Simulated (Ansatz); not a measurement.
Defect calculation: B on the Hf site in monoclinic HfO2

Method: PBE, PAW (plane waves to 420 eV; Ansatz, a first-principles code). The supercell holds 96 host sites (2×2×2 repeats of the unit cell), with a 2×2×2 shifted k-point sampling for the final energies. Site at the start: the Hf site. Energies of charged states are corrected for periodic images (point charge plus alignment at distant sites). Dielectric constants: PBE linear response of the host. Host gap at this level: 4.04 eV. These values are not converged in cell size to better than tenths of an eV. Levels are measured in PBE's own, too narrow, gap. Spin–orbit coupling is left out, which matters for these heavy elements. Each state is the lowest found from its start.

Formation energies E_f are given with the Fermi level at the valence-band maximum. Chemical conditions: Hf-rich (Δμ(Hf) = 0.00 eV, Δμ(B) = -1.51 eV, bounded by HfB2 (P6/mmm); only phases computed here count, gases as isolated molecules at 0 K); O-rich (Δμ(Hf) = -10.38 eV, Δμ(B) = -5.92 eV, bounded by B2O3 (P3_121); only phases computed here count, gases as isolated molecules at 0 K). Reference phases: B: alpha boron, Hf: hcp Hf.

```json
[
 {"charge": "+1†", "moment (μB)": "not spin-polarised", "point group": "–", "largest move off a lattice site (Å)": "1.29", "image correction with alignment (eV)": "-0.40", "E_f, Hf-rich (eV)": "–", "E_f, O-rich (eV)": "–"},
 {"charge": "0*", "moment (μB)": "1.0", "point group": "C1", "largest move off a lattice site (Å)": "1.30", "image correction with alignment (eV)": "–", "E_f, Hf-rich (eV)": "–", "E_f, O-rich (eV)": "–"},
 {"charge": "−1", "moment (μB)": "not spin-polarised", "point group": "C1", "largest move off a lattice site (Å)": "1.30", "image correction with alignment (eV)": "0.48", "E_f, Hf-rich (eV)": "8.20", "E_f, O-rich (eV)": "2.23"}
]
```

* At this level the carrier isn't localised at the defect: at charge 0 holes occupy the valence band. Such a state is shallow or no state of the defect, and this cell gives it no level.

† Not settled in this cell, so no level is given: charge +1: a level filled in part, carriers not clearly localised, a large or scattered potential alignment, level within 0.1 eV of a band edge or past it.

Point groups are those of the whole cell at tolerances of 0.03 and 0.1 Å ("near" where only the looser one holds); none is given for unsettled states.

Flagged in the runs: a host whose relaxation on this sampling wasn't shown to rest, a strain field that reaches the edge of the cell.

All states together cost very roughly 10 core-hours.
